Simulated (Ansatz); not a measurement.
## Sensitivity of a calculation on Rb₃Cu₂F₇ (I4/mmm, 12 atoms in the cell) to its settings

```
CELL_PARAMETERS angstrom
     -2.01530     2.01530    10.53121
      2.01530    -2.01530    10.53121
      2.01530     2.01530   -10.53121
ATOMIC_POSITIONS crystal
  Rb 0.50000 0.50000 0.00000
  Rb 0.31520 0.31520 0.00000
  Rb 0.68480 0.68480 0.00000
  Cu 0.09780 0.09780 0.00000
  Cu 0.90220 0.90220 0.00000
  F  0.00000 0.00000 0.00000
  F  0.59580 0.09580 0.50000
  F  0.09580 0.59580 0.50000
  F  0.40420 0.90420 0.50000
  F  0.90420 0.40420 0.50000
  F  0.19360 0.19360 0.00000
  F  0.80640 0.80640 0.00000
```

Base run A: PBEsol, default PAW files made with PBE (Ansatz, an electronic-structure program), self-consistent single point.

Its settings: basis.ecutwfc = 420 eV; kpoints.mp_grid.grid = 6 6 6; kpoints.mp_grid.shift = 0.5 0.5 0.5; hamiltonian.xc = pbesol; hamiltonian.pseudopotentials = {kind: paw} (the program's default PAW files); scf.occupations.method = cold; scf.occupations.width = 0.1 eV.

The starting cell was generated: these elements placed on a structure prototype, without a prior relaxation; it need not be a known phase or ordering of this composition. Its lattice was rescaled by a random factor within 2.5 % of one. Spin polarisation is off, so a magnetic state, if there is one, cannot be reached. Ansatz's pressure includes its estimate of the finite-basis (Pulay) stress. The run gives no clean gap (levels at the Fermi energy touch, overlap or are partly filled at this smearing), which alone does not show that the compound is a metal.

ΔF is the free energy per atom less that of run A. A dash stands where there is no value to compare (another energy zero or no entropy term, no result, no spin, no clean gap, or a mesh too coarse for one). Total energies depend on the potentials, the functional and any Hubbard or dispersion term, so they are compared only between runs that share all of them.

Run A gave: pressure (GPa) 2.63; largest force (eV/Å) 0.624; k-points 28.

Runs:
- B: scf.occupations.method: cold → methfessel_paxton; scf.occupations.width: 0.1 eV → 0.3 eV
- C: kpoints.mp_grid.grid: 6 6 6 → 5 5 5; kpoints.mp_grid.shift: 0.5 0.5 0.5 → default
- D: hamiltonian.xc: pbesol → lda [LDA (PW92)]
- E: scf.mixing.preconditioner: default (the program chose LDOS) → kerker_dos
- F: scf.mixing.algorithm: default (the program chose MSR1) → msr1
- G: scf.mixing.algorithm: default (the program chose MSR1) → broyden; scf.mixing.beta: default → 0.2

Question: What does run C change against A?

Answer: The free energy drops by 5.7 meV/atom, the pressure goes from 2.63 to 2.52 GPa and the largest force moves little (0.624 to 0.629 eV/Å).

Question: What does run B change against A?

Answer: The free energy falls by 1.3 meV/atom, the pressure moves little (2.63 to 2.61 GPa) and the largest force goes from 0.624 to 0.610 eV/Å.

```csv
run,ΔF (meV/atom),pressure (GPa),largest force (eV/Å),k-points
A,0.00,2.63,0.624,28
B,-1.31,2.61,0.610,28
C,-5.7,2.52,0.629,18
D,–,-2.04,0.786,28
E,0.00,2.63,0.624,28
F,0.00,2.63,0.624,28
G,0.00,2.63,0.624,28
```

Keys are those of Ansatz 0.2.
